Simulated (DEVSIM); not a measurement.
Device: Mo/SiO2/p-Si capacitor, at 250 K.

Layer 1 from the left is SiO2, thickness (nm) 26.0. Layer 2 from the left is Si, thickness (nm) 430, Na (cm⁻³) 1.8e18.

Metal gate on the left, work function 4.6 eV. Fixed charge at the semiconductor interface -2.3e10 cm⁻² (in units of +e); no interface traps.

This is a model device: material constants are rounded textbook-type values typed into the input, and sizes, dopings and lifetimes were drawn at random. Values at 300 K; Nc and Nv go as T^1.5, mobilities as T to minus their exponent, the gap by Varshni's rule with the affinity fixed.

SiO2: gap (eV) 9, affinity (eV) 0.9, permittivity 3.9. Si: gap (eV) 1.124, affinity (eV) 4.05, permittivity 11.7, Nc (cm⁻³) 2.86e19, Nv (cm⁻³) 3.1e19, Varshni α (eV/K) 0.000473, Varshni β (K) 636.

DEVSIM, 1D Poisson equation in equilibrium, Boltzmann statistics, complete ionisation; no quantum confinement or tunnelling. Metal contacts follow the ideal Schottky-Mott rule: no Fermi-level pinning, no interface dipoles.

Problem. What does the simulation give for the minimum of the low-frequency capacitance, the flat-band voltage?

Solution. minimum of the low-frequency capacitance 0.100 μF/cm²; flat-band voltage -0.50 V.
